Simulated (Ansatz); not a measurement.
A calculation on NiAs-type NiSb returned lattice constant a 3.999 Å, lattice parameter c 5.192 Å, equilibrium volume per atom 17.98 Å³/atom, bulk modulus 105 GPa.

For reference: lattice constant a 3.946 Å (measured, temperature not stated, no zero-point or thermal correction; as tabulated in Wikipedia's data pages); lattice parameter c 5.148 Å (measured, temperature not stated, no zero-point or thermal correction; as tabulated in Wikipedia's data pages).

Q: Which level of theory produced these numbers?
(A) PBE-D3(BJ) (Ansatz, a first-principles code)
(B) PBEsol+SOC (Ansatz)
(C) PBEsol (Ansatz)
(D) revPBE (Ansatz)

A: D, revPBE (Ansatz)

The others give: PBEsol 3.916 Å, 5.070 Å, 16.83 Å³/atom, 130 GPa; PBEsol+SOC 3.916 Å, 5.071 Å, 16.84 Å³/atom, 129 GPa; PBE-D3(BJ) 3.920 Å, 5.102 Å, 16.97 Å³/atom, 123 GPa.

Unless a cell is named, each level is at its own relaxed cell (PBE-D3(BJ) 16.97, PBEsol 16.83, PBEsol+SOC 16.84, revPBE 17.97 Å³/atom).

The crystal itself was run without spin with PBEsol, PBE-D3(BJ), revPBE; a magnetic state was not tried in these runs.

Ansatz's density-functional and Hartree–Fock values are scalar-relativistic unless marked +SOC, with PAW data made under PBE.
